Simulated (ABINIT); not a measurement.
# A self-consistent single point of K2TlAgI6 (Fm-3m, 10 atoms in the cell) with ABINIT

Method: LDA (PW92), PAW (JTH v2.0 LDA PAW) (plane waves; ABINIT 10.0.3).

Input as run:

```
# K2TlAgI6, JTH v2.0 LDA PAW
pp_dirpath "./"
pseudos "K.LDA_PW-JTH.xml, Tl.LDA_PW-JTH.xml, Ag.LDA_PW-JTH.xml, I.LDA_PW-JTH.xml"
acell 8.5139672821 8.5139672821 8.5139672821 Angstrom
rprim
        -0.0000000000    0.7071067812    0.7071067812
         0.7071067812   -0.0000000000    0.7071067812
         0.7071067812    0.7071067812   -0.0000000000
natom 10
ntypat 4
znucl 19 81 47 53
typat 1 1 2 3 4 4 4 4 4 4
xcart
        17.0650319287   17.0650319287   17.0650319287
         5.6883439762    5.6883439762    5.6883439762
         0.0000000000    0.0000000000    0.0000000000
        11.3766879525   11.3766879525   11.3766879525
         5.8155353475   11.3766879525   11.3766879525
        16.9378405574   11.3766879525   11.3766879525
        11.3766879525    5.8155353475   11.3766879525
        11.3766879525   16.9378405574   11.3766879525
        11.3766879525   11.3766879525    5.8155353475
        11.3766879525   11.3766879525   16.9378405574
ecut 571 eV
pawecutdg 1143 eV
pawxcdev 0
occopt 3
tsmear 0.1 eV
nband 53
kptopt 1
ngkpt 3 3 3
nshiftk 1
shiftk 0.5 0.5 0.5
chksymbreak 0
nstep 50
tolvrs 1.0e-12
prtwf 0
prtden 0
prtvol 1
enunit 2
```

Output, abridged:

```
 Symmetries : space group Fm -3 m (#225); Bravais cF (face-center cubic)

 -outvars: echo values of preprocessed input variables --------
            acell      1.6089066468E+01  1.6089066468E+01  1.6089066468E+01 Bohr
      chksymbreak           0
             ecut      2.09838648E+01 Hartree
           enunit           2
              ixc       -1012
         kptrlatt        3    0    0      0    3    0      0    0    3
          kptrlen      4.82671994E+01
            natom          10
            nband          53
            ngfft          72      72      72
          ngfftdg          96      96      96
             nkpt           6
            nstep          50
             nsym          48
           ntypat           4
           occopt           3
        pawecutdg      4.20044789E+01 Hartree
         pawxcdev           0
            rprim     -0.0000000000E+00  7.0710678120E-01  7.0710678120E-01
                       7.0710678120E-01 -0.0000000000E+00  7.0710678120E-01
                       7.0710678120E-01  7.0710678120E-01 -0.0000000000E+00
           shiftk      5.00000000E-01  5.00000000E-01  5.00000000E-01
          spgroup         225
           tolvrs      1.00000000E-12
           tsmear      3.67493254E-03 Hartree
            typat      1  1  2  3  4  4  4  4  4  4
           useylm           1
             xred      7.5000000000E-01  7.5000000000E-01  7.5000000000E-01
                       2.5000000000E-01  2.5000000000E-01  2.5000000000E-01
                       0.0000000000E+00  0.0000000000E+00  0.0000000000E+00
                       5.0000000000E-01  5.0000000000E-01  5.0000000000E-01
                       7.4440999893E-01  2.5559000107E-01  2.5559000107E-01
                       2.5559000107E-01  7.4440999893E-01  7.4440999893E-01
                       2.5559000107E-01  7.4440999893E-01  2.5559000107E-01
                       7.4440999893E-01  2.5559000107E-01  7.4440999893E-01
                       2.5559000107E-01  2.5559000107E-01  7.4440999893E-01
                       7.4440999893E-01  7.4440999893E-01  2.5559000107E-01
            znucl       19.00000   81.00000   47.00000   53.00000

== DATASET  1 ==================================================================

 Real(R)+Recip(G) space primitive vectors, cartesian coordinates (Bohr,Bohr^-1):
 R(1)=  0.0000000 11.3766880 11.3766880  G(1)= -0.0439495  0.0439495  0.0439495
 R(2)= 11.3766880  0.0000000 11.3766880  G(2)=  0.0439495 -0.0439495  0.0439495
 R(3)= 11.3766880 11.3766880  0.0000000  G(3)=  0.0439495  0.0439495 -0.0439495
 Unit cell volume ucvol=  2.9449474E+03 bohr^3
 Angles (23,13,12)=  6.00000000E+01  6.00000000E+01  6.00000000E+01 degrees

 Coarse grid specifications (used for wave-functions):

 getcut: wavevector=  0.0000  0.0000  0.0000  ngfft=  72  72  72
         ecut(hartree)=     20.984   => boxcut(ratio)=   2.17017

 Fine grid specifications (used for densities):

 getcut: wavevector=  0.0000  0.0000  0.0000  ngfft=  96  96  96
         ecut(hartree)=     42.004   => boxcut(ratio)=   2.04516

   4.85764422E+04                                ecore*ucvol(ha*bohr**3)

_setup2: Arith. and geom. avg. npw (full set) are   13525.926   13525.914
--- !BeginCycle
solver: {iscf: 17, nstep: 50, nline: 4, wfoptalg: 10, }
tolerances: {tolvrs: 1.00E-12, }
...

     iter   Etot(hartree)      deltaE(h)  residm     nres2
 ETOT  1  -216.84145446580    -2.168E+02 5.064E-01 5.005E+01
 ETOT  2  -217.84731678988    -1.006E+00 2.176E-02 2.560E+01
 ETOT  3  -217.79374353656     5.357E-02 1.613E-02 7.101E+00
 ETOT  4  -217.78970899169     4.035E-03 2.391E-03 3.411E+00
 ETOT  5  -217.78441303252     5.296E-03 5.758E-03 3.684E-01
 ETOT  6  -217.78364461807     7.684E-04 5.920E-04 2.813E-02
   [... 11 lines left out ...]
 ETOT 18  -217.78347404199     5.826E-12 8.676E-06 7.408E-10
 ETOT 19  -217.78347404200    -1.410E-11 1.210E-05 1.511E-10
 ETOT 20  -217.78347404200    -3.695E-13 5.867E-06 4.788E-11
 ETOT 21  -217.78347404199     5.684E-12 8.439E-06 8.457E-12
 ETOT 22  -217.78347404200    -5.969E-12 4.140E-06 2.568E-13
 At SCF step   22       nres2   =  2.57E-13 < tolvrs=  1.00E-12 =>converged.

 Cartesian components of stress tensor (hartree/bohr^3)
  sigma(1 1)=  7.62754739E-05  sigma(3 2)=  0.00000000E+00
  sigma(2 2)=  7.62754739E-05  sigma(3 1)=  0.00000000E+00
  sigma(3 3)=  7.62754739E-05  sigma(2 1)=  0.00000000E+00

 ----iterations are completed or convergence reached----

 reduced coordinates (array xred) for   10 atoms
       0.750000000000      0.750000000000      0.750000000000
       0.250000000000      0.250000000000      0.250000000000
       0.000000000000      0.000000000000      0.000000000000
       0.500000000000      0.500000000000      0.500000000000
       0.744409998929      0.255590001071      0.255590001071
       0.255590001071      0.744409998929      0.744409998929
       0.255590001071      0.744409998929      0.255590001071
       0.744409998929      0.255590001071      0.744409998929
       0.255590001071      0.255590001071      0.744409998929
       0.744409998929      0.744409998929      0.255590001071
 cartesian forces (eV/Angstrom) at end:
    1      0.00000000000000    -0.00000000000000     0.00000000000000
    2      0.00000000000000    -0.00000000000000     0.00000000000000
    3      0.00000000000000    -0.00000000000000     0.00000000000000
    4      0.00000000000000    -0.00000000000000     0.00000000000000
    5      0.15355218921237     0.00000000000000    -0.00000000000000
    6     -0.15355218921237    -0.00000000000000     0.00000000000000
    7      0.00000000000000     0.15355218921237    -0.00000000000000
    8     -0.00000000000000    -0.15355218921237     0.00000000000000
    9     -0.00000000000000     0.00000000000000     0.15355218921237
   10      0.00000000000000    -0.00000000000000    -0.15355218921237
 frms,max,avg= 6.8670627E-02 1.5355219E-01   0.000E+00  0.000E+00  0.000E+00 e/A
 length scales= 16.089066467518 16.089066467518 16.089066467518 bohr
              =  8.513967282100  8.513967282100  8.513967282100 angstroms
 Fermi (or HOMO) energy (hartree) =  -0.10910   Average Vxc (hartree)=  -0.28965
 Eigenvalues (hartree) for nkpt=   6  k points:
   [... lines left out ...]
 Fermi (or HOMO) energy (eV) =  -2.96889   Average Vxc (eV)=  -7.88184
   [... lines left out ...]
 -15.03671  -14.70318  -14.70318  -14.59699  -14.53743  -14.53743  -13.61760  -13.61759
 -13.61759  -13.40630  -13.40630   -9.12843   -6.93188   -6.93188   -6.56308   -6.55363
  -6.55363   -6.27874   -5.83607   -5.83607   -4.88166   -4.83408   -4.83408   -4.68472
  -3.99752   -3.99752   -3.88980   -3.69954   -3.69954   -3.59070   -3.37930   -3.37930
  -3.27965   -3.09639   -3.09639    0.03581    0.31063    0.59105    1.02899    1.02899
   1.90802    1.90802    2.13394    2.54054    2.62175
 prteigrs : prtvol=0 or 1, do not print more k-points.

--- !EnergyTerms
comment             : Components of total free energy in Hartree
kinetic             :  5.20383094619920E+01
hartree             :  6.61872017547309E+01
xc                  : -4.77439893406920E+01
Ewald energy        : -1.46902270081774E+02
psp_core            :  1.64948421396358E+01
local_psp           : -1.83260232737300E+02
spherical_terms     :  2.54078852606690E+01
internal            : -2.17778253542738E+02
'-kT*entropy'       : -5.21991881163980E-03
total_energy        : -2.17783473461550E+02
total_energy_eV     : -5.92618969472636E+03
...

-Cartesian components of stress tensor (GPa)         [Pressure= -2.2441E+00 GPa]
- sigma(1 1)=  2.24410154E+00  sigma(3 2)=  0.00000000E+00
- sigma(2 2)=  2.24410154E+00  sigma(3 1)=  0.00000000E+00
- sigma(3 3)=  2.24410154E+00  sigma(2 1)=  0.00000000E+00

 Calculation completed.
```

The run converged in 22 iterations.

The starting cell comes from a database of computed structures (which also holds hypothetical and non-ambient phases and stackings), without a prior relaxation at this level. Its lattice was rescaled by a random factor within 2.5 % of one. The run gives no clean gap (levels at the Fermi energy touch, overlap or are partly filled at this smearing), which alone does not show that the compound is a metal.

Cost on one core of a shared machine: roughly 9 min.
